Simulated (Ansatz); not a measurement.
Take Ti in the hcp (Mg type) structure (space group P6_3/mmc, No. 194) as the base.

```xyz
2
Lattice="2.9359 0.0000 0.0000 -1.4679 2.5425 0.0000 0.0000 0.0000 4.6366" Properties=species:S:1:pos:R:3 pbc="T T T"
Ti     0.0000     1.6950     3.4774
Ti     1.4679     0.8475     1.1591
```

Cartesian axes are those of the cell as printed.

Method: Kohn–Sham DFT with the r2SCAN functional, run in Ansatz (an electronic-structure program) with PAW and 500 eV plane waves, no spin-orbit coupling.

Base values:

| Quantity | Result |
|---|---|
| Volume per atom | 17.31 Å³ |
| Pressure | 0.0 GPa |
| Band gap | zero |

The change: biaxial strain −1.73 %, plane normal [001], relaxed out of plane (Cartesian); in-plane vectors clamped, the third vector and the atoms free.

Question: Predict the new volume per atom.

Answer: The volume per atom shrinks by 0.364 Å³ to 16.94 Å³.

Question: How does this affect the pressure?

Answer: The pressure (mean of the normal stresses, compression positive) goes from zero to 2.6 GPa.

Question: What does the calculation give for the band gap after the change?

Answer: The band gap is still zero.

Stability against distortions was not tested. The final runs are not spin-polarised.
